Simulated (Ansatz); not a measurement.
Input and output of a relaxation of cell and atoms for Bi (Im-3m, 1 atom in the cell) (Ansatz, an electronic-structure program).

Method: PBEsol, default PAW files made with PBE (plane waves; Ansatz).

The change in words: atoms on their sites; basis.ecutwfc: 420 eV → 355 eV; relax: default → cell and atoms. Reference geometry:
```yaml
crystal:
  lattice:
    - [-1.98737, 1.98737, 1.98737]
    - [1.98737, -1.98737, 1.98737]
    - [1.98737, 1.98737, -1.98737]
  atoms:
    - { symbol: Bi, position: [0.00000, 0.00000, 0.00000] }
```

Reference input (self-consistent single point, DFT, PBEsol, plane waves, default PAW files made with PBE): basis.ecutwfc = 420 eV; kpoints.mp_grid.grid = 12 12 12; hamiltonian.xc = pbesol; hamiltonian.pseudopotentials = {kind: paw} (the program's default PAW files); scf.occupations.method = gaussian; scf.occupations.width = 0.1 eV. This run's input differs from it in these lines:

Ansatz 0.2 input:
```diff
@@ -8,3 +8,3 @@
 basis:
-  ecutwfc: 420.0
+  ecutwfc: 355.0
 kpoints:
@@ -16,2 +16,4 @@
   occupations: { method: gaussian, width: 0.1 }
+relax:
+  cell: {}
 output:
```

Log, with long lists cut:

```
   [... SCF lines of the steps left out ...]
relax step   1: F+E_penalty+E_count = -12241.91206841 eV  Δ(F+E_penalty+E_count) = +0.000e0 eV  max|allowed force component| = 0.000e0 eV/Å  Δτ_max = 0.0000 Å  P = -2.653 GPa  Ω = 31.398 Å³  (6 SCF iters, dr2 threshold 1.00e-7 eV, accepted)
relax step   2: F+E_penalty+E_count = -12241.92619257 eV  Δ(F+E_penalty+E_count) = -1.412e-2 eV  max|allowed force component| = 0.000e0 eV/Å  Δτ_max = 0.0000 Å  P = +0.777 GPa  Ω = 29.549 Å³  energy of the carried Pulay correction = +2.347e-3 eV  (4 [...]
   [... lines left out ...]
relax step   6: F+E_penalty+E_count = -12241.92546368 eV  Δ(F+E_penalty+E_count) = -1.014e-4 eV  max|allowed force component| = 0.000e0 eV/Å  Δτ_max = 0.0000 Å  P = +0.002 GPa  Ω = 29.861 Å³  energy of the carried Pulay correction = +7.783e-5 eV  (3 [...]
relax step   7: F+E_penalty+E_count = -12241.92539944 eV  Δ(F+E_penalty+E_count) = +6.424e-5 eV  max|allowed force component| = 0.000e0 eV/Å  Δτ_max = 0.0000 Å  P = -0.002 GPa  Ω = 29.861 Å³  stress off target by 2.04e-3 GPa  SCF on the basis [...]
basis re-selected at this cell: Δ(F+E_penalty+E_count) = +6.424e-5 eV, ΔP = -0.004 GPa vs the last step
Stability not checked: this state was not tested for a lower state beside it, because too few of the mixer's solves of this state at the end of the SCF gave a …
Free energy (F): -12241.925399 eV
Internal energy: -12241.921525 eV  (E = F + TS)
E sigma→0 (E₀):  -12241.923462 eV
Entropy (-TS):   -0.003875 eV (-3.875 meV/atom)
Fermi energy:    12.348542 eV
--- Forces (eV/Å), atoms counted from 1 ---
  atom   1  Bi    -0.00000000     0.00000000     0.00000000
   [... lines left out ...]
to start a new deck from the relaxed geometry:
  cell:  # Å, volume = 29.8610 Å³
    - [-1.954406322279288, 1.954406322279288, 1.954406322279288]
    - [1.954406322279288, -1.954406322279288, 1.954406322279288]
    - [1.954406322279288, 1.954406322279288, -1.954406322279288]
  atoms:
    - { symbol: Bi, position: [0.0, 0.0, 0.0] }
```

The run converged. 

Summary of the result:
| Item | Value |
|---|---|
| Free energy E − TS (on the zero of these files) | -12241.9254 eV |
| Fermi level (on the code's own zero) | 12.35 eV |
| Pressure | 0.00 GPa |
| Final cell | a = 3.385 Å, b = 3.385 Å, c = 3.385 Å, α = 109.47°, β = 109.47°, γ = 109.47° |
| Final volume per atom | 29.86 Å³ |
| Relaxation steps | 7 |

The starting cell comes from a database of computed structures (which also holds hypothetical and non-ambient phases and stackings), without a prior relaxation at this level. Its lattice was rescaled by up to half a per cent. The relaxation keeps the symmetry of its start, so its end need not be a minimum. Ansatz's pressure includes its estimate of the finite-basis (Pulay) stress. The cutoff lies below the one recommended for these files.
